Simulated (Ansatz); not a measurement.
Cu3Pd (Pm-3m, No. 221)

The numbers are results of r²SCAN+rVV10 (Ansatz, a quantum-chemistry and plane-wave program, plane waves, PAW), not measurements.

Numerical settings: plane-wave cutoff 560 eV, 16×16×16 k mesh, Fermi–Dirac smearing 0.05 eV, no spin polarisation, scalar-relativistic PAW data made under PBE.

Cell: relaxed at this level.

For Cu3Pd (Pm-3m, No. 221), the band gap is zero (no gap) and the lattice parameter a is 3.656 Å.

Note: the relaxation could not lower the start's symmetry, so the cell can be a saddle point above a distorted one.

Spin–orbit coupling is not included.

The computed numbers hold no vibrational or temperature effects.
